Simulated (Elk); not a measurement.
A self-consistent single point of Lu (P6_3/mmc, 4 atoms in the cell) with Elk.

Computed with PBEsol, all-electron FP-LAPW, Elk's shipped species files, default APW+lo basis (Elk).

```yaml
crystal:
  lattice:
    - [3.42453, 0.00000, 0.00000]
    - [-1.71227, 2.96573, 0.00000]
    - [0.00000, 0.00000, 11.01846]
  atoms:
    - { symbol: Lu, position: [0.00000, 0.00000, 0.00000] }
    - { symbol: Lu, position: [0.00000, 0.00000, 0.50000] }
    - { symbol: Lu, position: [0.33333, 0.66667, 0.25000] }
    - { symbol: Lu, position: [0.66667, 0.33333, 0.75000] }
```

Reference input (self-consistent single point, DFT, PBE, all-electron FP-LAPW, Elk's shipped species files, default APW+lo basis): xctype = 20; stype = 0; swidth = 0.00367493 Ha; ngridk = 8 8 2; maxscl = 100. This run's input differs from it in these lines:

```diff
@@ -4,3 +4,3 @@
 xctype
-  20
+  22
```

Output (repeated stretches shortened):

```
│ Self-consistent loop started │
│ Loop number : 1 │
 total energy                :     -58281.2533502
│ Loop number : 2 │
 total energy                :     -58282.7566991
RMS change in Kohn-Sham potential (target) :   0.1862857675     (  0.1000000000E-05)
Absolute change in total energy (target)   :    1.503348880     (  0.1000000000E-03)
│ Loop number : 3 │
 total energy                :     -58286.9430562
RMS change in Kohn-Sham potential (target) :   0.1639678187     (  0.1000000000E-05)
Absolute change in total energy (target)   :    4.562194367     (  0.1000000000E-03)
│ Loop number : 4 │
   [... lines left out ...]
Absolute change in total energy (target)   :   0.6803563228E-03 (  0.1000000000E-03)
│ Loop number : 14 │
 total energy                :     -58306.9590713
RMS change in Kohn-Sham potential (target) :   0.1519294837E-05 (  0.1000000000E-05)
Absolute change in total energy (target)   :   0.2925046429E-03 (  0.1000000000E-03)
│ Loop number : 15 │
 total energy                :     -58306.9590537
RMS change in Kohn-Sham potential (target) :   0.6669333095E-06 (  0.1000000000E-05)
Absolute change in total energy (target)   :   0.9069258522E-04 (  0.1000000000E-03)
Convergence targets achieved

│ Loop number : 16 │

Energies :
 Fermi                       :     0.232278408038
 total energy                :     -58306.9590523

Density of states at Fermi energy :    162.9613586
 (states/Hartree/unit cell)

Estimated indirect band gap :   0.4070742081E-02
 from k-point      8 to k-point     16
Estimated direct band gap   :   0.6110903313E-02
 at k-point     10

Charges :
 core                        :    184.0000000
 valence                     :    100.0000000
 interstitial                :    6.925512508
 muffin-tins (core leakage)
  species :    1 (Lu)
   atom    1                 :    69.27108639     (  0.6416476168E-06)
   atom    2                 :    69.27108639     (  0.6416476168E-06)
   atom    3                 :    69.26615736     (  0.6419791916E-06)
   atom    4                 :    69.26615736     (  0.6419791916E-06)
 total in muffin-tins        :    277.0744875
 total calculated charge     :    283.9857525
 total charge                :    284.0000000
 error                       :   0.1424752458E-01

│ Self-consistent loop stopped │
```

The run converged in 16 iterations. The count includes the last loop, which Elk runs after its targets are met. 

The starting cell was generated: these elements placed on a structure prototype, without a prior relaxation; it need not be a known phase or ordering of this composition. Its lattice was rescaled by a random factor within 2.5 % of one. Spin-orbit coupling is off. Values depend on the basis (sphere radii, cutoffs, local orbitals), which need not be converged. The log's line on a gap gives a spacing of levels on this mesh, which the program prints for metals too.

Cost on one core of a shared machine: roughly 30 s.
